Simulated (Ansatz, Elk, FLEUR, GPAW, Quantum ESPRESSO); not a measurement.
Code comparison for LaTl₃ (Pm-3m, 4 atoms in the cell)

Self-consistent single point, at a second geometry (lattice scaled by 0.98). First geometry:

```
LaTl3
1.0
    4.91883     0.00000     0.00000
    0.00000     4.91883     0.00000
    0.00000     0.00000     4.91883
La Tl
1 3
Cartesian
  0.00000   0.00000   0.00000
  0.00000   2.45941   2.45941
  2.45941   0.00000   2.45941
  2.45941   2.45941   0.00000
```

Shared settings, as Ansatz (a program for electronic structure) writes them: kpoints.mp_grid.grid = 9 9 9; scf.occupations.method = fermi_dirac; scf.occupations.width = 0.136 eV. Potentials and cutoffs stand in the table.

| code | model | ΔF from the first geometry (meV/atom) | pressure (GPa) | cutoff |
|---|---|---|---|---|
| Ansatz | LDA (PW92), PAW files made with PBE | -42.2 | -2.61 | 420 eV |
| Quantum ESPRESSO | LDA (PZ), GBRV 1.5 ultrasoft (LDA) pseudopotentials | -42.5 | -3.84 | 40 Ry |
| Elk | LDA (PW92), all-electron FP-LAPW, Elk's shipped species files, LAPW+lo basis | -48.9 | – | rgkmax 7.5 |
| FLEUR | LDA (Vosko-Wilk-Nusair), all-electron FLAPW (FLEUR), scalar-relativistic valence | -41.6 | – | Kmax 3.8 1/bohr |
| GPAW | LDA (Perdew-Wang 92), GPAW PAW datasets LDA (gpaw-data 1.0.1) | -45.2 | -2.90 | 850 eV |

For Quantum ESPRESSO (by 1.2 GPa) the energy change implies a higher mean pressure, against the two pressures, than for the other programs: a sign of finite-basis (Pulay) stress.

A dash marks a value that a program does not give, or that is left out as unsure.

On Ansatz's run: spin-orbit coupling is off.

The spread over the programs that give each value: ΔF from the first geometry within 7.3 meV/atom; pressure within 1.23 GPa.

Elk and FLEUR treat all electrons, but the usual bases taken here (sphere radii, linearisation, local orbitals, empty states) were not tested for convergence, so the values are no reference for the others. Ansatz's pressure is given at a fixed set of plane waves, as the other plane-wave codes print theirs. The same LDA comes in different parametrisations, which differ slightly.

The starting cell comes from a database of computed structures (which also holds hypothetical and non-ambient phases and stackings), without a prior relaxation at this level. Its lattice was rescaled by a random factor within 2.5 % of one. For this run, on top of that: lattice scaled by 0.98.

Left out of this page: ABINIT (with a known weakness of the program).

Keys are those of Ansatz 0.2.
